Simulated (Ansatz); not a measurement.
An Ansatz (a program for electronic structure) run: GeSb4Te7 with a change (pressure 7.5 GPa); PBE-D3(BJ) in Ansatz (plane waves to 420 eV, PAW, no SOC).

Input:

Ansatz 0.2 input:
```yaml
crystal:
  lattice:
    - [4.1340947217, 0, 0]
    - [-2.0670473608, 3.5802310506, 0]
    - [0, 0, 22.645486155]
  atoms:
    - { symbol: Ge, position: [0, 0, 0.5] }
    - { symbol: Sb, position: [0.6666666667, 0.3333333333, 0.9145611668] }
    - { symbol: Sb, position: [0.3333333333, 0.6666666667, 0.0854388332] }
    - { symbol: Sb, position: [0.3333333333, 0.6666666667, 0.3424259988] }
    - { symbol: Sb, position: [0.6666666667, 0.3333333333, 0.6575740012] }
    - { symbol: Te, position: [0.3333333333, 0.6666666667, 0.8379196854] }
    - { symbol: Te, position: [0.6666666667, 0.3333333333, 0.1620803146] }
    - { symbol: Te, position: [0, 0, 0.733956025] }
    - { symbol: Te, position: [0, 0, 0.266043975] }
    - { symbol: Te, position: [0.6666666667, 0.3333333333, 0.4284943389] }
    - { symbol: Te, position: [0.3333333333, 0.6666666667, 0.5715056611] }
    - { symbol: Te, position: [0, 0, 0] }
basis: { ecutwfc: 420, ecutrho_ratio: 4, xc_grid: 2, fft_grid_basis: typed }
kpoints: { mp_grid: { grid: [7, 7, 2] } }
hamiltonian:
  xc: pbe
  dispersion: d3bj
  pseudopotentials: { kind: paw }
scf: { occupations: { method: fermi_dirac, width: 0.05 } }
relax: { f_tol: 0.01, max_steps: 60, cell: { stress_tol: 0.02, p_target: 7.5 } }
output: { forces: true, stress: true }
checkpoint: { write: state.ck, write_every: 1000 }
```

Output (explanatory and most iteration lines left out):

```
Relaxation: its limit of steps is 60 (relax.max_steps)
Pseudopotential: Ge, paw, valence charge 14
Pseudopotential: Sb, paw, valence charge 15
Pseudopotential: Te, paw, valence charge 16
Crystal: 12 atoms, lattice volume = 335.176 Å³
Basis set: ecut = 420 eV, 6435 PW (Γ), exchange–correlation on 60×60×320 points (8 copies of the dense FFT grid, shifted against one another)
Bands: 112, of which v1, the nominal top of the filled ones, is band 93 counted from 1 (92 counted from 0)
Symmetry: 12 space group operations
Space group: P-3m1 (ITA 164), of the structure as read, at distance tolerance 6.9e-5 Å
k-points: 16 of 98
Functional: x = pbe(κ = 0.804, μ = 0.2195149727645171), c = pbe(β = 0.06672455060314922)
SCF iter   1: F=—  HF=-79098.890944 eV  |F-HF|=—  |Δ(HF+E_count)|=         —  Δρ=1.35e-3  dr2=4.71e-2  ethr=1.77e-3  ⟨swp⟩=6.6  Hψ=6951  notcnv=0  defer=30
SCF iter   2: F=—  HF=-79098.883243 eV  |F-HF|=—  |Δ(HF+E_count)|=   7.70e-3  Δρ=8.36e-4  dr2=3.12e-3  ethr=2.53e-5  ⟨swp⟩=2.0  Hψ=3595  notcnv=0  defer=84
SCF 1 converged in 8 iterations: F = -79098.883572 eV  dr2 = 1.06e-8
relax step   1: F+E_penalty+E_count = -79098.88357231 eV  Δ(F+E_penalty+E_count) = +0.000e0 eV  max|allowed force component| = 2.575e-3 eV/Å  Δτ_max = 0.0000 Å  P = +5.012 GPa  Ω = 335.176 Å³  (8 SCF iters, dr2 threshold 1.00e-7 eV, accepted)
[... steps on the carried basis left out ...]
relax step   6: F+E_penalty+E_count = -79098.41987429 eV  Δ(F+E_penalty+E_count) = +2.481e-3 eV  max|allowed force component| = 1.168e-3 eV/Å  Δτ_max = 0.0000 Å  P = +7.508 GPa  Ω = 323.311 Å³  stress off target by 1.20e-2 GPa  SCF on the basis re-selected at this cell (its energy is not comparable with the rows above)  (8 SCF iters)
SCF converged after 8 iterations
Free energy (F): -79098.419874 eV
Internal energy: -79098.405899 eV  (E = F + TS)
E sigma→0 (E₀):  -79098.412886 eV
Entropy (-TS):   -0.013976 eV (-1.165 meV/atom)
Fermi energy:    11.992671 eV
  E_disp       = -6.149157  (pairwise vdW)
--- Forces (eV/Å), atoms counted from 1 ---
  atom   1  Ge     0.00000000    -0.00000000     0.00000000
  atom   2  Sb    -0.00000000     0.00000000     0.00059673
  atom   3  Sb     0.00000000    -0.00000000    -0.00059673
  atom   4  Sb    -0.00000000     0.00000000     0.00041731
  atom   5  Sb     0.00000000    -0.00000000    -0.00041731
  atom   6  Te     0.00000000    -0.00000000    -0.00116504
  atom   7  Te    -0.00000000     0.00000000     0.00116504
  atom   8  Te    -0.00000000     0.00000000     0.00102794
  atom   9  Te     0.00000000    -0.00000000    -0.00102794
  atom  10  Te     0.00000000    -0.00000000     0.00116798
  atom  11  Te    -0.00000000     0.00000000    -0.00116798
  atom  12  Te     0.00000000     0.00000000     0.00000000
--- Stress (GPa, compression-positive) ---
        7.505422       0.000000      -0.000000
        0.000000       7.505422       0.000000
       -0.000000       0.000000       7.511954
  P = ⅓ Tr σ = 7.5076 GPa (75.076 kbar)
--- Relaxed structure (5 steps of the walk, 4 accepted, 1 SCFs on fresh bases) ---
  cell:  # Å, volume = 323.3108 Å³
    - [4.062510799981462, -2.836754855311966e-11, 2.4409267461874178e-18]
    - [-2.031255399966164, 3.5182375559467722, -2.4409267461677363e-18]
    - [1.337075624951766e-17, -7.719609719927901e-18, 22.62041171789035]
  atoms:
    - { symbol: Ge, position: [-1.925929944387236e-34, 1.925929944387236e-34, 0.5] }
    - { symbol: Sb, position: [0.6666666666666666, 0.33333333333333326, 0.9143340424969246] }
    - { symbol: Sb, position: [0.3333333333333333, 0.6666666666666665, 0.08566595750307532] }
    - { symbol: Sb, position: [0.3333333333333333, 0.6666666666666665, 0.3422775825559258] }
    - { symbol: Sb, position: [0.6666666666666666, 0.33333333333333326, 0.6577224174440743] }
    - { symbol: Te, position: [0.3333333333333333, 0.6666666666666665, 0.8366622624961564] }
    - { symbol: Te, position: [0.6666666666666666, 0.33333333333333326, 0.16333773750384364] }
    - { symbol: Te, position: [-1.3442047964111054e-19, 1.3442047963785938e-19, 0.7351045378735077] }
    - { symbol: Te, position: [1.3442047964111006e-19, -1.344204796378586e-19, 0.2648954621264925] }
    - { symbol: Te, position: [0.6666666666666666, 0.33333333333333326, 0.4285789616090401] }
    - { symbol: Te, position: [0.3333333333333333, 0.6666666666666665, 0.57142103839096] }
    - { symbol: Te, position: [-3.3376708582288637e-35, 1.3570939734663278e-36, 3.989765572796497e-22] }
```

A case with no gap was solved on a k-mesh chosen for an insulator, which is coarse for it. Spin-orbit coupling, missing from the scalar runs, can matter with Sb and Te. Load acts through the strain it causes; cell and atoms are relaxed under it. No phonon test of stability was made. No other phases were tried under pressure. The final runs are not spin-polarised. The cell was made from GeSb4Te7 (space group P-3m1, No. 164; a cell from a computed database, its experimental status unchecked) by this change: pressure 7.5 GPa.
